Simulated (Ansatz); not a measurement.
We consider Li (model structure, started from the diamond type, Fd-3m, No. 227, 2 atoms in the cell), described by r²SCAN (Ansatz, a quantum-chemistry and plane-wave program, PAW).

The input as run:

Ansatz 0.2 input:
```yaml
crystal:
  lattice:
    - [0.0, 2.9434493164, 2.9434493164]
    - [2.9434493164, 0.0, 2.9434493164]
    - [2.9434493164, 2.9434493164, 0.0]
  atoms:
    - { symbol: Li, position: [0.25, 0.25, 0.25] }
    - { symbol: Li, position: [0.0, 0.0, 0.0] }
basis:
  ecutwfc: 560
  ecutrho_ratio: 4
  xc_grid: 3
kpoints:
  mp_grid: { grid: [16, 16, 16] }
hamiltonian:
  xc: r2scan
  dispersion: none
  pseudopotentials: { kind: paw }
scf:
  occupations: { method: fermi_dirac, width: 0.05 }
output:
  forces: true
  stress: true
  eigenvalues: true
relax:
  f_tol: 0.004
  escape_saddle: false
  max_steps: 80
```

Excerpt of the program's output:

```
WARN output.stress: scf.convergence.dr2_threshold = 1e-7 eV (the SCF's general default) is looser than the 2e-10 eV advised for a printed stress (1e-10 eV for …
Relaxation: its limit of steps is 80 (relax.max_steps)
Crystal: 2 atoms, lattice volume = 51.003 Å³
Basis set: ecut = 560 eV, 1471 PW (Γ), exchange–correlation on 108×108×108 points (27 copies of the dense FFT grid, shifted against one another)
Bands: 7, of which v1, the nominal top of the filled ones, is band 3 counted from 1 (2 counted from 0)
Symmetry: 48 space group operations
Space group: Fd-3m (ITA 227), of the structure as read, at distance tolerance 3.7e-5 Å
k-points: 145 of 4096
Functional: x = r2scan, c = r2scan; τ floored in thin density (d = 2e-4 eV/Å³)
SCF iter   1: F=—  HF=-409.223123 eV  |F-HF|=—  |Δ(HF+E_count)|=         —  Δρ=2.75e-3  dr2=7.22e-3  dr2_τ=4.95e-4
SCF iter   2: F=—  HF=-409.221290 eV  |F-HF|=—  |Δ(HF+E_count)|=   1.83e-3  Δρ=1.94e-3  dr2=4.11e-3  dr2_τ=3.81e-5
  ...
SCF 1 converged in 6 iterations: F = -409.221785 eV  dr2 = 1.87e-9
relax step   1: F+E_penalty+E_count = -409.22178465 eV  Δ(F+E_penalty+E_count) = +0.000e0 eV  max|allowed force component| = 5.782e-18 eV/Å  Δτ_max = 0.0000 Å  (6 SCF iters, accepted)
Crystal: 2 atoms, lattice volume = 51.003 Å³
Initial density: handed on by an earlier stage of this run
SCF iter   1: F=—  HF=-409.221785 eV  |F-HF|=—  |Δ(HF+E_count)|=         —  Δρ=1.37e-6  dr2=1.87e-9  dr2_τ=7.57e-12
SCF iter   2: F=-409.221785 eV  HF=-409.221785 eV  |F-HF|=1.16e-11  |Δ(HF+E_count)|=  3.77e-10  Δρ=6.53e-7  dr2=4.16e-10  dr2_τ=6.31e-13
SCF 2 converged in 2 iterations: F = -409.221785 eV  dr2 = 4.16e-10
SCF converged after 2 iterations
Free energy (F): -409.221785 eV
Internal energy: -409.216120 eV  (E = F + TS)
E sigma→0 (E₀):  -409.218952 eV
Fermi energy:    0.598827 eV
--- Forces (eV/Å), atoms counted from 1 ---
  atom   1  Li    -0.00000000     0.00000000     0.00000000
  atom   2  Li     0.00000000     0.00000000     0.00000000
--- Stress (GPa, compression-positive) ---
        0.114832      -0.000000       0.000000
       -0.000000       0.114832       0.000000
        0.000000       0.000000       0.114832
  P = ⅓ Tr σ = 0.1148 GPa (1.148 kbar)
```

The cell is one volume of an energy–volume scan, off the minimum.

The PAW data were made under PBE.

Note: the relaxation could raise the start's symmetry but not lower it, so the cell can be a saddle point.

Computing time: roughly 20 core-seconds.

A model structure was made by putting elements into a prototype or built by hand; it is no filed structure, need not be a known phase, and can be a saddle point held by its symmetry.
